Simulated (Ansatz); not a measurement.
For 1T (CdI2-type) PtTe₂, PBEsol in Ansatz (plane waves, PAW) gives:

```
Property                          Value
------------------------------  -------
equilibrium lattice constant a  4.044 Å
lattice parameter c             5.140 Å
```

Task: What does PBE0-D4 (Ansatz, a program for electronic structure, PAW) give for the same quantities?

Result: 
- lattice constant a: 4.013 Å (falls by 0.8 %)
- lattice parameter c: 5.086 Å (shrinks by 1.1 %)

For comparison: lattice constant a 4.026 Å (measured, temperature not stated, not corrected to a static lattice; as tabulated in Pelayo et al. (2023), arXiv:2312.15371); lattice parameter c 5.221 Å (measured, temperature not stated, no zero-point or thermal correction; as tabulated in Pelayo et al. (2023), arXiv:2312.15371).

Changes are worked out from the printed values.

Unless a cell is named, each level is at its own relaxed cell (PBEsol 24.26, PBE0-D4 23.64 Å³/atom).

Levels without +SOC leave out spin–orbit coupling, which shifts energies and cells of such heavy elements.

Caveats: exact exchange on metals is sensitive to the k mesh and can open a false gap (PBE0-D4); the cell comes from a level without a dispersion term, which matters for the spacing of layers, chains or molecules (PBEsol); the run warned that the count of filled bands differs between k points (PBE0-D4). Ansatz's density-functional and Hartree–Fock values are scalar-relativistic unless marked +SOC, with PAW data made under PBE.
